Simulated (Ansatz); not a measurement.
Start from LiF in the rock salt structure (space group Fm-3m, No. 225).

```yaml
crystal:
  lattice:
    - [0.00000, 2.03409, 2.03409]
    - [2.03409, 0.00000, 2.03409]
    - [2.03409, 2.03409, 0.00000]
  atoms:
    - { symbol: Li, position: [0.00000, 0.00000, 0.00000] }
    - { symbol: F, position: [0.50000, 0.50000, 0.50000] }
```

Computed with Ansatz (a quantum-chemistry and plane-wave program), PBE, PAW, cutoff 420 eV, spin-orbit coupling left out.

For the base:

- Gap between the host's bands: 8.83 eV
- Gap character: direct at Γ

One thing is altered: electron doping at 2.0×10^21 cm⁻³ (0.0337 per cell), with a uniform compensating background at fixed cell and a 300 K Fermi–Dirac width.

Q: What happens to the Fermi level from band edge?

A: The Fermi level relative to the doped band's edge (positive inside the band; to 0.05 eV) comes out as +0.60 eV.

Q: What does the calculation give for the gap between the host's bands after the change?

A: The gap between the host's bands decreases by 0.064 eV (8.83 eV → 8.76 eV).

Q: Predict the new gap character.

A: The gap character stays direct at Γ.

Charged cell with a jellium background: band edges are those of the host's band count, energies are not comparable with the neutral cell, and many-body gap narrowing is missing. No phonon test of stability was made.
